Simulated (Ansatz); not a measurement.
Take BaTiO₃ (space group P4mm, No. 99; a = 3.955 Å, c = 4.046 Å) as the base. Axes: x, y, z lie along a, b, c of the conventional cell.

Calculations: Ansatz (a quantum-chemistry and plane-wave program) PBEsol, no spin-orbit coupling, earlier PAW set.

Strains are applied to the cell and any free atomic positions relax; under biaxial strain the out-of-plane vector relaxes too; under stress the whole cell relaxes.

One change was made to it. Results:

| quantity | base | after |
|---|---|---|
| band gap | 1.85 eV | 1.97 eV |
| smallest direct gap | 2.22 eV | 2.10 eV |
| energy relative to the base (free energy F) | 0 meV/atom | +29 meV/atom |

Problem. Name the change that was made.
(A) tensor shear ε_yz = −2.49 %
(B) uniaxial stress, 8 GPa compression along z
(C) biaxial strain −1.04 %, plane normal [001], relaxed out of plane
(D) biaxial strain −1.40 %, plane normal [001], relaxed out of plane
(E) strain tensor (xx, yy, zz, yz, xz, xy) = (−0.49, −1.67, −1.70, −1.49, −2.47, +1.41) %

Solution. E, strain tensor (xx, yy, zz, yz, xz, xy) = (−0.49, −1.67, −1.70, −1.49, −2.47, +1.41) %. For comparison, the band gap in the other runs: uniaxial stress, 8 GPa compression along z gives 1.76 eV; tensor shear ε_yz = −2.49 % gives 2.02 eV; biaxial strain −1.40 %, plane normal [001], relaxed out of plane gives 1.88 eV; biaxial strain −1.04 %, plane normal [001], relaxed out of plane gives 1.88 eV.

Gaps are Kohn–Sham eigenvalue differences; semilocal functionals usually give less than the measured gap. Stability under load was not tested beyond the relaxation. The final runs are not spin-polarised.
